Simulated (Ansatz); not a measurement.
Data:

End structure of a constructed model of the (100) surface of fcc Ni, ferromagnetic, a layer of Os in place of the second plane (bottom of the slab: a bare face, its two planes held):

```
CELL_PARAMETERS angstrom
      2.48857     0.00000     0.00000
      0.00000     2.48857     0.00000
      0.00000     0.00000    25.50000
ATOMIC_POSITIONS crystal
  Ni 0.50000 0.50000 0.32278
  Ni 0.00000 0.00000 0.39178
  Ni 0.50000 0.50000 0.46087
  Ni 0.00000 0.00000 0.53159
  Os 0.50000 0.50000 0.60663
  Ni 0.00000 0.00000 0.67820
```

Set-up: 6 atoms, 9.0 Å thick at the start (thin: gaps and levels are the slab's own); mesh 15x15x1; 0.1 eV smearing; dipole correction on; 2 atoms held, the rest relaxed; start symmetry kept, larger cells not searched; spin-polarised, ending with about 2.2 μB a cell; orders that need a larger cell were not tried, no spin-orbit, no U. It is one candidate, not shown to be the stable structure of the face.

**Question.** What is the computed work function of the top face (PBE run with Ansatz, a program for electronic structure)?

**Answer.** 4.81 eV
